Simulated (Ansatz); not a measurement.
Cell A: Si (diamond, Fd-3m), 2 atoms in the cell, k-point mesh 10×10×10 on the run's own vectors.
```cif
data_Si8
_chemical_formula_sum 'Si8'
_space_group_name_H-M_alt 'Fd-3m :1'
_space_group_IT_number 227
_space_group_name_Hall 'F 4d 2 3 -1d'
_cell_length_a 5.46999
_cell_length_b 5.46999
_cell_length_c 5.46999
_cell_angle_alpha 90.000
_cell_angle_beta 90.000
_cell_angle_gamma 90.000
loop_
_atom_site_label
_atom_site_type_symbol
_atom_site_symmetry_multiplicity
_atom_site_Wyckoff_symbol
_atom_site_fract_x
_atom_site_fract_y
_atom_site_fract_z
_atom_site_occupancy
Si1 Si 8 a 0.00000 0.00000 0.00000 1
```
(The calculation used a cell of 2 atoms; values per cell refer to that cell.)

Cell B: SiC (4H, P6₃mc), 8 atoms in the cell, k-point mesh 12×12×4 on the run's own vectors.
CSi is modelled in the hexagonal space group P6₃mc (No. 186), Pearson symbol hP8. Lattice parameters: a = 3.0941 Å, b = 3.0941 Å, c = 10.1293 Å, α = 90.00°, β = 90.00°, γ = 120.00°. Si1 on 2b sees 4 C at 1.896–1.905 Å (tetrahedral). Si2 on 2a is coordinated by 4 C at 1.893–1.899 Å (tetrahedral). C1 on 2b has 4 Si at 1.893–1.905 Å (tetrahedral). C2 on 2a has 4 Si at 1.896–1.899 Å (tetrahedral). (Neighbours: up to the widest gap in distance over summed covalent radii, below 1.35, at either atom.)

Cell C: InP (zinc blende, F-43m), 2 atoms in the cell, k-point mesh 10×10×10 on the run's own vectors.
```cif
data_In4P4
_chemical_formula_sum 'In4 P4'
_space_group_name_H-M_alt 'F-43m'
_space_group_IT_number 216
_space_group_name_Hall 'F -4 2 3'
_cell_length_a 5.95982
_cell_length_b 5.95982
_cell_length_c 5.95982
_cell_angle_alpha 90.000
_cell_angle_beta 90.000
_cell_angle_gamma 90.000
loop_
_atom_site_label
_atom_site_type_symbol
_atom_site_symmetry_multiplicity
_atom_site_Wyckoff_symbol
_atom_site_fract_x
_atom_site_fract_y
_atom_site_fract_z
_atom_site_occupancy
In1 In 4 a 0.00000 0.00000 0.00000 1
P1 P 4 d 0.75000 0.75000 0.75000 1
```
(The calculation used a cell of 2 atoms; values per cell refer to that cell.)

Cell D: GaAs (zinc blende, F-43m), 2 atoms in the cell, k-point mesh 10×10×10 on the run's own vectors.
Space group F-43m (No. 216); a = b = c = 5.7464 Å, α = β = γ = 90.00°

```json
[
 {"atom": "Ga", "site": "4a", "symmetry": "-43m", "x": "0.0000", "y": "0.0000", "z": "0.0000"},
 {"atom": "As", "site": "4d", "symmetry": "-43m", "x": "0.7500", "y": "0.7500", "z": "0.7500"}
]
```
(The calculation used a cell of 2 atoms; values per cell refer to that cell.)

Cell E: GaN (wurtzite, P6₃mc), 4 atoms in the cell, k-point mesh 12×12×8 on the run's own vectors.
Space group P6₃mc (No. 186); a = b = 3.2184 Å, c = 5.2432 Å, α = β = 90.00°, γ = 120.00°

```json
[
 {"atom": "Ga", "site": "2b", "symmetry": "3m.", "x": "0.6667", "y": "0.3333", "z": "0.4991"},
 {"atom": "N", "site": "2b", "symmetry": "3m.", "x": "0.3333", "y": "0.6667", "z": "0.3759"}
]
```

Plane-wave PAW calculations with Ansatz (a first-principles code), its default PAW set, cutoff 500 eV. The structures are at rest with PBE; other levels are single points on them. Neutral cells; Fermi-Dirac smearing of at most 0.05 eV in the solids, energies taken to zero width. The lattices are those relaxed with PBE, so at other levels the solids can be strained. No structure search was made; lower ones may exist. Spin-orbit coupling is left out. A dispersion term ran beside these levels; it doesn't touch the electrons. Gaps are highest filled to lowest empty Kohn-Sham level on the run's k-point mesh, states of defects and surfaces included; edges off the mesh make the true gap smaller, and under 0.08 eV counts as none.

Q: Order them by band gap (eV) (lowest first) at the level r2SCAN.

A: D (0.63 (direct)), A (0.80 (indirect)), C (0.87 (direct)), E (2.12 (direct)), B (2.59 (indirect))
